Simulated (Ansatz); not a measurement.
Start from NaCl in the rock salt structure (space group Fm-3m, No. 225; a = 5.696 Å).

Level of theory: Kohn–Sham DFT with the PBE functional, run in Ansatz (a first-principles code) with PAW and 420 eV plane waves, spin-orbit coupling left out.

Strains are applied to the cell and any free atomic positions relax.

One change was made to it. Results:

The energy grows by 0.4 meV/atom; the band gap increases by 0.056 eV, from 5.00 eV to 5.05 eV; the hole mass (degenerate bands, along [100]) changes from 0.65, 2.9, 2.9 mₑ (at Γ) to 0.64, 2.9, 2.9 mₑ (at Γ).

**Question.** Which of these changes matches the shifts?
(A) isotropic strain −3.00 %
(B) isotropic strain −1.50 %
(C) isotropic strain +0.50 %
(D) isotropic strain −0.50 %

**Answer.** D, isotropic strain −0.50 %. For comparison, the band gap in the other runs: isotropic strain −3.00 % gives 5.36 eV; isotropic strain +0.50 % gives 4.94 eV; isotropic strain −1.50 % gives 5.17 eV.

Masses are band curvatures over ±0.01 Å⁻¹ around the edge. Whether these cells are dynamically stable was not tested.
